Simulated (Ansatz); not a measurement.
## GaN, element substitutions

Start from GaN in the wurtzite structure (space group P6_3mc, No. 186; a = 3.219 Å, c = 5.244 Å).

Each row replaces one element on all its sites; cell and atoms are relaxed.

Computed with PBE (Ansatz, a program for electronic structure; PAW; 420 eV plane waves; scalar-relativistic without spin-orbit coupling), earlier PAW set.

```csv
change,density,space group,band gap,shortest interatomic distance
base,5.91 g/cm³,P6_3mc (No. 186),1.71 eV,1.967 Å
Ga → Al,3.20 g/cm³,P6_3mc (No. 186),[?],1.902 Å
Ga → B,3.45 g/cm³,P6_3mc (No. 186),5.22 eV,[?]
N → B,[?],P6_3/mmc (No. 194),zero,2.140 Å
```

Problem. What belongs in the blanks?

Solution. 
- Ga → Al, band gap: 4.04 eV
- Ga → B, shortest interatomic distance: 1.567 Å
- N → B, density: 4.73 g/cm³

Whether these cells are dynamically stable was not tested. As relaxed here, GaB is a hypothetical phase, not in the database extracts checked. All final runs are without spin polarisation.
